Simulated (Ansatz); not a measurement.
The starting structures come from a database of crystals and need not be the phases stable at ambient conditions.

The decay constant κ of evanescent states in the gap governs leakage through a thin film.

Data:

```yaml
crystal:
  lattice:
    - [5.26623, 0.00000, 0.00000]
    - [-1.46767, 8.27403, 0.00000]
    - [2.19423, -1.00736, 4.15707]
  atoms:
    - { symbol: Ba, position: [0.25000, 0.25000, 0.85757] }
    - { symbol: Ba, position: [0.75000, 0.75000, 0.14243] }
    - { symbol: S, position: [0.30296, 0.97964, 0.19199] }
    - { symbol: S, position: [0.69704, 0.02036, 0.80801] }
    - { symbol: S, position: [0.19704, 0.52036, 0.51531] }
    - { symbol: S, position: [0.80296, 0.47964, 0.48469] }
```

Space group of this cell: C2/c. The cell is taken as given.

Transport runs along the normal of the first two printed cell vectors.

The gap is the functional's own. No spin-orbit coupling. Mid-gap values are interpolated on the energy grid.

### Question
Compute, with r2SCAN in Ansatz (a program for electronic structure), the band gap and the smallest decay constant κ at mid-gap.

### Answer
Gap 1.98 eV on a 8×8×8 mesh; κ = 0.228 1/Å, at (0.000, 0.500) of the in-plane reciprocal vectors. At the zone centre, at the nearest computed energy, the slowest state has κ = 0.25 1/Å.
